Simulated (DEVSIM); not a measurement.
Structure: abrupt GaP n-p junction, at 400 K.

Layer 1 from the left is GaP, thickness (μm) 28.0, Nd (cm⁻³) 5.4e16, τn (s) 3.1e-7, τp (s) 3.1e-7. Layer 2 from the left is GaP, thickness (μm) 13.0, Na (cm⁻³) 7.4e15, τn (s) 3.1e-7, τp (s) 3.1e-7.

Left contact: ohmic. Right contact: ohmic. Voltage is applied to the left contact. Recombination: SRH at mid-gap. Mobility is μmin + (μ − μmin)/(1 + (N/Nref)^α).

The device is made up for the run: typed textbook-type constants, with dimensions and the other settings drawn at random. Values at 300 K; Nc and Nv go as T^1.5, mobilities as T to minus their exponent, the gap by Varshni's rule with the affinity fixed.

GaP: gap (eV) 2.26, affinity (eV) 3.8, permittivity 11.1, Nc (cm⁻³) 1.8e19, Nv (cm⁻³) 1.9e19, μn (cm²/Vs) 250, μp (cm²/Vs) 150, μn,min 10, μp,min 10, Nref,n 4.4e18, Nref,p 1e18, αn 0.8, αp 0.85, T exponent of μn 1.6, T exponent of μp 1.98, Varshni α (eV/K) 0.00058, Varshni β (K) 372.

**Question.** Estimate by hand the built-in potential, the peak field at zero bias, the capacitance at 1.5 V, and compare with a numerical solution.

**Answer.** 
- Built-in potential: ni = √(Nc Nv) exp(−Eg/2kT) = 305000 cm⁻³ with Eg = 2.217 eV; Vbi = kT/q ln(Na Nd/ni²) = 1.717 V; numerical 1.717 V.
- Peak field at zero bias: depletion approximation: W = √(2εVbi/(qN)) = 0.569 μm with N = 6.51e15 cm⁻³; field = 2Vbi/W = 60400 V/cm; numerical 59100 V/cm (estimate above by 2.1 %).
- Capacitance at 1.5 V: C = √(qεN / 2(Vbi + |V|)) = 12.6 nF/cm²; numerical 12.8 nF/cm² (estimate below by 1.1 %).

DEVSIM, 1D drift-diffusion, Boltzmann statistics, complete ionisation; no tunnelling, impact ionisation, image-force lowering or self-heating.
